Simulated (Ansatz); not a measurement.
## Ti3Al under a change: Al → Na

Consider Ti₃Al (space group P6_3/mmc, No. 194; a = 5.6876 Å, c = 4.6084 Å).

Now apply this change: Na takes the place of Al on all its sites, then cell and atoms are relaxed.

Calculations: PBEsol (Ansatz, an electronic-structure program; PAW; 420 eV plane waves; no SOC). Settings: 9×9×10 k-points, 0.05 eV Fermi–Dirac smearing, for the changed cell.

The volume per atom goes up by 2.61 Å³ (16.14 Å³ → 18.75 Å³) and the density falls by 0.70 g/cm³ to 3.69 g/cm³. The c/a ratio falls by 0.036 (0.810 → 0.774) and the space group remains P6_3/mmc (No. 194). The band gap is still zero.

Final structure:

```yaml
crystal:
  lattice:
    - [6.07063, 0.00000, 0.00000]
    - [-3.03531, 5.25732, 0.00000]
    - [0.00000, 0.00000, 4.69933]
  atoms:
    - { symbol: Ti, position: [0.84619, 0.69239, 0.25000] }
    - { symbol: Ti, position: [0.15381, 0.84619, 0.75000] }
    - { symbol: Ti, position: [0.30761, 0.15381, 0.25000] }
    - { symbol: Ti, position: [0.15381, 0.30761, 0.75000] }
    - { symbol: Ti, position: [0.84619, 0.15381, 0.25000] }
    - { symbol: Ti, position: [0.69239, 0.84619, 0.75000] }
    - { symbol: Na, position: [0.33333, 0.66667, 0.25000] }
    - { symbol: Na, position: [0.66667, 0.33333, 0.75000] }
```

Cost of the whole job for the changed cell (relaxation, final SCF and bands): around 2.8 core-minutes (rough).

Stability against distortions was not tested. As relaxed here, NaTi3 is a hypothetical phase, not in the database extracts checked. The final runs are not spin-polarised. NaTi3 has a high density of states at the Fermi level and may be magnetic at this level.
